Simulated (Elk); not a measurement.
## Input and output of a self-consistent single point for MgO (Fm-3m, 2 atoms in the cell) (Elk)

Method: PBEsol, all-electron FP-LAPW, Elk's shipped species files, APW+lo basis with extra local orbitals (Elk 10.2.4).

Input as run:

```
tasks
  0

xctype
  22

tforce
  .true.

rgkmax
  7.5

gmaxvr
  18.0

lmaxapw
  10

lmaxo
  8

nxlo
  2

lorbcnd
  .true.

lradstp
  2

nrmtscf
  2.0

rmtscf
  0.93

lmaxi
  4

stype
  3

swidth
  0.000367493

scale
  1.889726125

avec
    0.0000000000    2.0970000000    2.0970000000
    2.0970000000    0.0000000000    2.0970000000
    2.0970000000    2.0970000000    0.0000000000

atoms
  2   : nspecies
  'Mg.in'   : spfname
  1   : natoms; atposl, bfcmt below
  0.0000000000  0.0000000000  0.0000000000    0.0 0.0 0.0
  'O.in'   : spfname
  1   : natoms; atposl, bfcmt below
  0.5000000000  0.5000000000  0.5000000000    0.0 0.0 0.0

ngridk
  13 13 13

vkloff
  0.5 0.5 0.5
```

Output (repeated stretches shortened):

```
│ Elk code version 10.2.4 │

All units are atomic (Hartree, Bohr, etc.)

│ Ground-state run starting from atomic densities │

Lattice vectors :
   0.000000000       3.962755684       3.962755684
   3.962755684       0.000000000       3.962755684
   3.962755684       3.962755684       0.000000000

Unit cell volume      :    124.4577337
Brillouin zone volume :    1.993047809

Muffin-tin inner radius fraction :   0.1000000000E-01

Nuclei treated as point charges

Species :    1 (Mg)
 parameters loaded from : Mg.in
 name : magnesium
 nuclear charge    :   -12.00000000
 electronic charge :    12.00000000
 atomic mass :    44305.30462
 muffin-tin radius :    2.046000000
 number of radial points in muffin-tin :    799
 atomic positions (lattice), magnetic fields (Cartesian) :
   1 :   0.00000000  0.00000000  0.00000000    0.00000000  0.00000000  0.00000000

Species :    2 (O)
 parameters loaded from : O.in
 name : oxygen
 nuclear charge    :   -8.000000000
 electronic charge :    8.000000000
 atomic mass :    29165.12202
 muffin-tin radius :    1.674000000
 number of radial points in muffin-tin :    599
 atomic positions (lattice), magnetic fields (Cartesian) :
   1 :   0.50000000  0.50000000  0.50000000    0.00000000  0.00000000  0.00000000

Total number of atoms per unit cell :    2

Spin treatment :
 spin-unpolarised

Number of Bravais lattice symmetries :   48
Number of crystal symmetries         :   48
Crystal has inversion symmetry
Real symmetric eigensolver will be used

k-point grid :     13    13    13
k-point offset :   0.5000000000      0.5000000000      0.5000000000
k-point set is reduced with full crystal symmetry group
Total number of k-points :      231

Muffin-tin radius times maximum |G+k| :    7.500000000
 using average radius
Maximum |G+k| for APW functions       :    4.032258065
Maximum (1/2)|G+k|²                   :    8.129552549
Maximum |G| for potential and density :    18.00000000
 potential will be trimmed for |G| > 2 gkmax
Constant for pseudocharge density :    9
Radial integration step length :    2

G-vector grid sizes :     35    35    35
Number of G-vectors :    12195

Maximum angular momentum used for
 APW functions                      :   10
 outer part of muffin-tin           :    8
 inner part of muffin-tin           :    4

Total nuclear charge    :   -20.00000000
Total core charge       :    4.000000000
Total valence charge    :    16.00000000
Total excess charge     :    0.000000000
Total electronic charge :    20.00000000

Effective Wigner radius, rₛ :    1.141040592

Number of empty states         :    8
Total number of valence states :   16
Total number of core states    :    4

Conduction state local-orbitals added automatically
Total number of local-orbitals :  199

Exchange-correlation functional :     22     0     0
 PBEsol, Phys. Rev. Lett. 100, 136406 (2008)
 gradient requirement :    1
 generalised gradient approximation (GGA)

Smearing type :    3
 Fermi-Dirac
Smearing width :   0.3674930000E-03
Effective electronic temperature (K) :    116.0451112

Mixing type :    3
 Broyden mixing, J. Phys. A: Math. Gen. 17, L317 (1984)

Kohn-Sham potential initialised from atomic data

│ Self-consistent loop started │
│ Loop number : 1 │
 total energy                :     -278.417716044
│ Loop number : 2 │
 total energy                :     -278.356070870
RMS change in Kohn-Sham potential (target) :    1.108014705     (  0.1000000000E-05)
Absolute change in total energy (target)   :   0.6164517447E-01 (  0.1000000000E-03)
│ Loop number : 3 │
 total energy                :     -278.283286913
RMS change in Kohn-Sham potential (target) :    1.068512242     (  0.1000000000E-05)
Absolute change in total energy (target)   :   0.8819525033E-01 (  0.1000000000E-03)
│ Loop number : 4 │
 total energy                :     -276.487889563
RMS change in Kohn-Sham potential (target) :   0.4333671579     (  0.1000000000E-05)
Absolute change in total energy (target)   :    1.817446163     (  0.1000000000E-03)
│ Loop number : 5 │
 total energy                :     -275.565734363
RMS change in Kohn-Sham potential (target) :   0.1998859755     (  0.1000000000E-05)
Absolute change in total energy (target)   :    1.376516741     (  0.1000000000E-03)
│ Loop number : 6 │
 total energy                :     -275.224971455
RMS change in Kohn-Sham potential (target) :   0.6310460320E-01 (  0.1000000000E-05)
Absolute change in total energy (target)   :   0.6848920924     (  0.1000000000E-03)
│ Loop number : 7 │
 total energy                :     -275.060511282
RMS change in Kohn-Sham potential (target) :   0.7075680690E-02 (  0.1000000000E-05)
Absolute change in total energy (target)   :   0.3356831961     (  0.1000000000E-03)
│ Loop number : 8 │
 total energy                :     -275.059455216
RMS change in Kohn-Sham potential (target) :   0.5625388507E-02 (  0.1000000000E-05)
Absolute change in total energy (target)   :   0.8497686587E-01 (  0.1000000000E-03)
│ Loop number : 9 │
 total energy                :     -275.052813795
RMS change in Kohn-Sham potential (target) :   0.2205011171E-02 (  0.1000000000E-05)
Absolute change in total energy (target)   :   0.2788563691E-01 (  0.1000000000E-03)
│ Loop number : 10 │
 total energy                :     -275.054620135
RMS change in Kohn-Sham potential (target) :   0.6233571647E-03 (  0.1000000000E-05)
Absolute change in total energy (target)   :   0.5165069540E-02 (  0.1000000000E-03)
│ Loop number : 11 │
 total energy                :     -275.056139294
RMS change in Kohn-Sham potential (target) :   0.4980920549E-04 (  0.1000000000E-05)
Absolute change in total energy (target)   :   0.2278920157E-03 (  0.1000000000E-03)
│ Loop number : 12 │
 total energy                :     -275.056395938
RMS change in Kohn-Sham potential (target) :   0.8170219535E-05 (  0.1000000000E-05)
Absolute change in total energy (target)   :   0.3136165669E-03 (  0.1000000000E-03)
│ Loop number : 13 │
 total energy                :     -275.056418518
RMS change in Kohn-Sham potential (target) :   0.1921314704E-05 (  0.1000000000E-05)
Absolute change in total energy (target)   :   0.1009847623E-03 (  0.1000000000E-03)
│ Loop number : 14 │
 total energy                :     -275.056443422
RMS change in Kohn-Sham potential (target) :   0.6477048997E-06 (  0.1000000000E-05)
Absolute change in total energy (target)   :   0.5014926575E-04 (  0.1000000000E-03)
Convergence targets achieved

│ Loop number : 15 │

Energies :
 Fermi                       :     0.180612063622
 sum of eigenvalues          :     -140.596335762
 electron kinetic            :      275.058897345
 core electron kinetic       :      192.694936318
 Coulomb                     :     -525.674285355
 Coulomb potential           :     -383.822169274
 nuclear-nuclear             :     -60.1967046223
 electron-nuclear            :     -547.132992191
 Hartree                     :      81.6554114582
 Madelung                    :     -333.763200718
 xc potential                :     -31.8330638330
 exchange                    :     -23.5892783461
 correlation                 :    -0.851782713770
 electron entropic           :    -0.691999847280E-12
 total energy                :     -275.056449070

Density of states at Fermi energy :   0.2722497933E-06
 (states/Hartree/unit cell)

Estimated indirect band gap :   0.1801026280
 from k-point      1 to k-point      1
Estimated direct band gap   :   0.1801026280
 at k-point      1

Charges :
 core                        :    4.000000000
 valence                     :    16.00000000
 interstitial                :    2.069508450
 muffin-tins (core leakage)
  species :    1 (Mg)
   atom    1                 :    10.47629008     (  0.8881784197E-15)
  species :    2 (O)
   atom    1                 :    7.454201468     (  0.4860385694E-07)
 total in muffin-tins        :    17.93049155
 total calculated charge     :    19.99987555
 total charge                :    20.00000000
 error                       :   0.1244464362E-03

│ Self-consistent loop stopped │

Forces :
 species :    1 (Mg)
  atom :    1
   Hellmann-Feynman          :     0.00000000   -0.00000000    0.00000000
   IBS                       :    -0.00000000    0.00000000   -0.00000000
   total force               :     0.00000000    0.00000000    0.00000000
   total magnitude           :     0.00000000
 species :    2 (O)
  atom :    1
   Hellmann-Feynman          :    -0.00000000    0.00000000    0.00000000
   IBS                       :     0.00000000   -0.00000000   -0.00000000
   total force               :     0.00000000   -0.00000000   -0.00000000
   total magnitude           :     0.00000000
```

The run converged in 15 iterations. The count includes the last loop, which Elk runs after its targets are met.

The starting cell comes from a database of computed structures (which also holds hypothetical and non-ambient phases and stackings), without a prior relaxation at this level. Values depend on the basis (sphere radii, cutoffs, local orbitals), which need not be converged. The shifted mesh does not hold Γ, so a gap read on it misses any band edge there.

Cost on one core of a shared machine: roughly 2 min.
